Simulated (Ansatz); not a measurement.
Abridged Ansatz (a program for electronic structure) output:

```
Pseudopotential: Hf, paw, valence charge 26
Pseudopotential: Ti, paw, valence charge 12
Crystal: 2 atoms, lattice volume = 38.312 Å³
Basis set: ecut = 500 eV, 983 PW (Γ), exchange–correlation on 96×96×128 points (64 copies of the dense FFT grid, shifted against one another)
Bands: 23, of which v1, the nominal top of the filled ones, is band 19 counted from 1 (18 counted from 0)
Symmetry: 16 space group operations
k-points: 216 of 2475
Functional: x = r2scan, c = r2scan; τ floored in thin density (d = 2e-4 eV/Å³)
SCF iter   1: F=—  HF=-18237.212991 eV  |F-HF|=—  |Δ(HF+E_count)|=         —  Δρ=2.39e-2  dr2=3.62e-1  dr2_τ=2.80e-2  ethr=1.77e-3  ⟨swp⟩=3.4  Hψ=17300  notcnv=0
SCF iter   2: F=—  HF=-18237.218384 eV  |F-HF|=—  |Δ(HF+E_count)|=   5.39e-3  Δρ=1.18e-2  dr2=9.51e-2  dr2_τ=1.76e-2  ethr=9.53e-4  ⟨swp⟩=2.1  Hψ=9962  notcnv=0
SCF 1 converged in 11 iterations: F = -18237.210751 eV  dr2 = 4.98e-11
SCF converged after 11 iterations
Free energy (F): -18237.210751 eV
Internal energy: -18237.185747 eV  (E = F + TS)
E sigma→0 (E₀):  -18237.198249 eV
Entropy (-TS):   -0.025004 eV (-12.502 meV/atom)
Fermi energy:    17.530126 eV
--- Forces (eV/Å), atoms counted from 1 ---
  atom   1  Hf     0.00000000    -0.00000000    -0.00000000
  atom   2  Ti    -0.00000000     0.00000000     0.00000000
--- Stress (GPa, compression-positive) ---
        4.399076       0.000000       0.000000
        0.000000       4.399076      -0.000000
        0.000000      -0.000000       4.343215
  P = ⅓ Tr σ = 4.3805 GPa (43.805 kbar)
```

Problem. What was computed, and what are the main results?

Solution. HfTi, 2 atoms in the cell, with Ansatz, r2SCAN, PAW, cutoff 500 eV, no spin-orbit coupling. The last SCF converged to F = -18237.210751 eV, or -9118.6054 eV per atom, at a pressure of 4.38 GPa. The total energy compares only with runs of the same code, potentials and settings.

Single points use the geometry relaxed with PBEsol. No phonon test of stability was made. The final runs are not spin-polarised. The cell was made from TiAl by this change: Al → Hf; the result is a hypothetical phase, not in the database extracts checked. HfTi has a high density of states at the Fermi level and may be magnetic at this level.
